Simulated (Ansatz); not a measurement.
CdGaNO (model structure, started from the AlSiCN type, P3m1, No. 156, 4 atoms in the cell), treated with LDA (plane waves, PAW; Ansatz, an electronic-structure program).

Settings: plane-wave cutoff 520 eV, 18×18×10 k mesh (along the axes of the cell as run), Fermi–Dirac smearing 0.05 eV, scalar-relativistic PAW data made under PBE.

Cell (relaxed with PBEsol):

```yaml
crystal:
  lattice:
    - [3.28114, 0.00000, 0.00000]
    - [-1.64057, 2.84155, 0.00000]
    - [0.00000, 0.00000, 5.68347]
  atoms:
    - { symbol: Ga, position: [0.33333, 0.66667, 0.50212] }
    - { symbol: Cd, position: [0.66667, 0.33333, 0.97976] }
    - { symbol: O, position: [0.33333, 0.66667, 0.17085] }
    - { symbol: N, position: [0.66667, 0.33333, 0.59726] }
```

Task: Predict the band gap.

Result: 
band gap: 0.52 eV (on the SCF k mesh)

Note: the relaxation could raise the start's symmetry but not lower it, so the cell can be a saddle point; cell and atoms aren't relaxed at this level (largest force component 0.08 eV/Å, pressure -4.9 GPa).

Spin–orbit coupling is not included.

Computed values are for the static lattice.

It cost very roughly 25 core-seconds of CPU time.

A model structure was made by putting elements into a prototype or built by hand; it is no filed structure, need not be a known phase, and can be a saddle point held by its symmetry.
